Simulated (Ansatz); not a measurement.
**What isotropic strain −2.00 % does to BaS**

The reference is BaS in the rock salt structure (space group Fm-3m, No. 225; a = 6.3315 Å).

The change: every lattice vector is shortened by 2.00 %, atoms relaxed at fixed cell.

Level of theory: plane-wave PAW DFT at the PBEsol level (Ansatz, an electronic-structure program, 420 eV), without spin-orbit coupling. Settings: 9×9×9 k-points, 0.05 eV Fermi–Dirac smearing.

The volume per atom shrinks by 1.87 Å³ to 29.86 Å³ and the space group stays Fm-3m (No. 225). The energy increases by 18 meV/atom and the pressure increases by 32.3 kbar to 32.4 kbar. The band gap drops by 0.12 eV (2.04 eV → 1.92 eV) and the gap character remains indirect, Γ → X. The mean gap deformation potential ΔEg/Δln V comes out as +1.9 eV and the width of the top valence band grows by 0.12 eV, from 1.08 eV to 1.20 eV. The electron mass goes from 1.3 mₑ along k, 0.32 mₑ across (at X) to 1.3 mₑ along k, 0.30 mₑ across (at X) and the hole mass (degenerate bands, along [100]) becomes 0.20, 2.6, 2.6 mₑ (at Γ) (base: 0.21, 2.6, 2.6 mₑ (at Γ)).

Effective masses come from finite differences of ±0.01 Å⁻¹. Along k means along the line from Γ to the band edge. Stability against distortions was not tested.
